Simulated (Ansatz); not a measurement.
Input:

```xyz
15
Lattice="3.2334 0.0000 0.0000 1.6167 2.8002 0.0000 0.0000 0.0000 26.8803" Properties=species:S:1:pos:R:3 pbc="T T T"
Li     2.4251     0.4667     7.5312
O      0.8084    -0.4667     8.1538
Li     4.0418     1.4001     8.8189
Li     4.0418    -0.4667    10.1403
O      2.4251    -1.4001    10.8001
Li     5.6585     0.4667    11.4599
Li     5.6585    -1.4001    12.7802
O      4.0418    -2.3335    13.4402
Li     7.2752    -0.4667    14.1001
Li     7.2752    -2.3335    15.4204
O      5.6585    -3.2669    16.0803
Li     8.8919    -1.4001    16.7401
Li     8.8919    -3.2669    18.0614
O      7.2752    -4.2003    18.7265
Li    10.5086    -2.3335    19.3492
```

No spin polarisation.

The values are results of r2SCAN (Ansatz, a program for electronic structure, PAW, no SOC), not measurements. Settings: 12×12×1 k-points, 0.05 eV Fermi–Dirac smearing. The cell is a slab with vacuum along z.

Problem. Predict the gap character.

Solution. Direct at Γ.

Problem. What is the computed valence-band top at Γ (three highest levels, from the VBM)?

Solution. 0.00, 0.00, -0.04 eV.

Problem. What band gap does the calculation give?

Solution. 3.45 eV.

Problem. What is the computed layer's space group (with vacuum)?

Solution. P-3m1 (No. 164).

Gaps are read on the SCF mesh and a high-symmetry path. No phonon test of stability was made. The cell was made from Li₂O in the anti-fluorite structure (space group Fm-3m, No. 225) by this change: a free-standing slab of 5 layers (15 atoms, 3 a layer) is cut normal to [111], with 15 Å of vacuum and the in-plane cell held at bulk.
